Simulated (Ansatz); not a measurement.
Consider this model of amorphous Si24O49Zn.

```xyz
74
Lattice="10.5176 -0.2757 0.2132 -0.2757 10.1408 -0.1216 0.2132 -0.1216 10.4475" Properties=species:S:1:pos:R:3 pbc="T T T"
Si     0.0730     9.5844     4.7752
Si     0.6749     4.4232     6.5505
Si    10.3212     9.0302     8.0949
Si     2.8627     8.5803     3.8710
Si     9.8218    -0.1907     0.7477
Si     8.8943     2.7756     1.0350
Si     6.9042     1.6688     7.5313
Si     6.0037     3.3610     1.2032
Si     4.0411     7.5786     9.9600
Si     1.8304     8.8062     1.1408
Si     5.7932     8.2850     4.8411
Si     9.0360     3.5781     8.6291
Si     2.6679     2.6886     5.2811
Si     7.0009     5.6893     5.3429
Si     7.9784     5.1338     2.5125
Si     3.0446     5.1341     8.5696
Si     2.9373     6.3431     1.9822
Si     3.6306     2.7220    10.1264
Si     9.2771     6.2178     7.2467
Si     3.3859     3.1484     2.4407
Si     5.0638     3.8153     6.7435
Si     5.3729     9.2082     7.8029
Si     2.9168     0.6147     7.7577
Si     8.3771     8.2497     2.9598
O     10.1491     3.0991     7.5035
O      4.4787     4.7888     7.8987
O      2.6199     1.4645     6.3710
O      6.0309     8.6526     6.4152
O      2.9520     9.0075    -0.0385
O      3.8653     9.7145     7.4387
O      2.4921     9.4092     2.5103
O      0.4891     9.5937     0.7465
O      4.1389     6.7985     0.8903
O      9.7519     1.3942     1.1682
O      3.0445     6.9908     3.4899
O      8.7454     5.1624     8.3790
O      5.4247     2.3300     7.2781
O      5.0282     3.0571     2.4855
O      9.8893     9.4196     6.5353
O      2.9175     4.7329     2.2616
O      9.5309     9.6354     9.4295
O      5.2984     8.1097     9.0410
O      2.8412     4.1214     9.8196
O      6.4385     4.4931     6.2593
O      1.5882     8.9054     4.8825
O     10.3688     5.4593     6.2772
O      9.1017     3.9658     2.1639
O      7.6460     1.4817     6.1215
O      5.7871     6.6418     4.8041
O      0.2498     0.9881     4.4089
O      6.6899     4.8372     1.5137
O      6.6125     0.2974     8.3862
O      2.8238     2.3175     3.7127
O      3.0662     6.6835     9.0047
O      8.4810     9.1840     1.6126
O      8.0494     6.5968     6.2361
O      7.6987     4.9129     4.1013
O      1.3002     3.5884     5.3276
O      3.9328     3.6737     5.5927
O      9.6275     3.3678    10.1115
O     10.0003     7.4209     8.0796
O      7.2949     2.3568     1.0559
O      1.8153     4.9288     7.5579
O      8.3655     6.7131     2.3734
O      1.6140     7.1584     1.3534
O      7.7205     2.6689     8.5220
O      9.6647     8.3777     3.9816
O      2.8583     2.3332     1.1219
O      5.2449     3.0747    10.3256
O      1.3379     9.8396     8.0157
O      7.0213     8.6971     3.8092
O      4.3565     8.9737     4.4276
O      3.2496     1.6435     8.9812
Zn     9.3252     1.3274     5.5535
```

These are PBE, scalar-relativistic without spin-orbit coupling (plane waves to 420 eV, PAW; Ansatz, a first-principles code) values and carry that method's errors.

Preparation: random packing, a CHGNet melt and quench, and a DFT relaxation. O atoms were pushed apart under 1.9 Å during the dynamics, to hinder bonds among them. The hot cell started wider than the set density and was brought back towards it in steps. It is the lowest in DFT energy of 2 quenches. It is a model cell: composition and starting density were chosen by hand, and all elements were melted together. No dispersion term was used. Its density started from a set value of 2.27 and ended at 2.27 g/cm³. Cooling (nominally 320 K/ps over its main leg) ran many orders faster than in experiment, which tends to leave more defects and strain. One small periodic cell is one sample of the glass; other quenches scatter about these values. The volume was held where the preparation left it and the shape relaxed, at a PBE pressure of -0.4 GPa (tension).

Cut-offs for bonds: Si-Si 2.60 Å, Si-O 1.90 Å, Si-Zn 2.56 Å, O-O 1.58 Å, O-Zn 2.26 Å, Zn-Zn 2.68 Å. Two cations that share two anions don't count as bonded, nor two that share one unless they lie closer than Si-Si 2.38 Å, Si-Zn 2.49 Å, Zn-Zn 2.61 Å.

Give the coordination numbers, mean bond lengths and angles.


```yaml
Mean coordination of Si by anions: 4.00 (24 with 4)
Mean coordination of O: 2.00 (49 with 2)
Mean coordination of Zn by anions: 2.00 (1 with 2)
Mean Si-O bond: 1.639 Å (spread 0.019 Å, 96 counted)
Mean O-Zn bond: 1.802 Å (spread 0.022 Å, 2 counted)
Bond angle at Si: mean 109.5°, spread 4.7°
Bond angle at O: mean 137.0°, spread 14.8°
```

List the pairs of like atoms that count as bonded by the rules above.

There are none by these rules.
